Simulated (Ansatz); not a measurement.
InP (model structure, within 0.1 Å of P6₂22, No. 180, 6 atoms in the cell) was calculated with r²SCAN (Ansatz, a program for electronic structure, plane waves, PAW).

Run with plane-wave cutoff 560 eV, 18×18×6 k mesh (along the axes of the cell as run), Fermi–Dirac smearing 0.05 eV, scalar-relativistic PAW data made under PBE.

Cell (relaxed at this level):

```
InP
1.0
    4.13915     0.00000     0.00000
   -2.06957     3.58461     0.00000
    0.00000     0.00000     9.35076
In P
3 3
Direct
  0.50057   0.00000   0.66667
  0.00000   0.50057   0.33333
  0.49943   0.49943   0.00000
  0.50029   0.00000   0.16667
  0.00000   0.50029   0.83333
  0.49971   0.49971   0.50000
```

Question: Give the computed band gap and bulk modulus B0.

Answer: 
- band gap = 0.42 eV (on the SCF k mesh)
- bulk modulus B0 = 74.0 GPa

Note: the bulk modulus is −V dP/dV from two relaxed cells at ±2 % in volume.

Spin–orbit coupling is not included.

The computed numbers hold no vibrational or temperature effects.

A model structure was made by putting elements into a prototype or built by hand; it is no filed structure, need not be a known phase, and can be a saddle point held by its symmetry.
